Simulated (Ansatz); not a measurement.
HfO2 (model structure, started from the 3R-MoS2 type, R3m, No. 160, 3 atoms in the cell), treated with r²SCAN+rVV10 (Ansatz, a quantum-chemistry and plane-wave program, PAW).

Settings: plane-wave cutoff 560 eV, 14×14×14 k mesh, Fermi–Dirac smearing 0.01 eV, scalar-relativistic PAW data made under PBE.

Cell (relaxed at this level):

```
HfO2
1.0
    1.54835     0.89394     4.70879
   -1.54835     0.89394     4.70879
    0.00000    -1.78788     4.70879
Hf O
1 2
Direct
  0.99971   0.99971   0.99971
  0.74818   0.74818   0.74818
  0.58541   0.58541   0.58541
```

Estimate the band gap and direct gap at Γ that the calculation returns.


* **band gap**: 1.76 eV (on the SCF k mesh)
* **direct gap at Γ**: 3.20 eV

Note: the relaxation could raise the start's symmetry but not lower it, so the cell can be a saddle point.

Spin–orbit coupling is not included.

A model structure was made by putting elements into a prototype or built by hand; it is no filed structure, need not be a known phase, and can be a saddle point held by its symmetry.
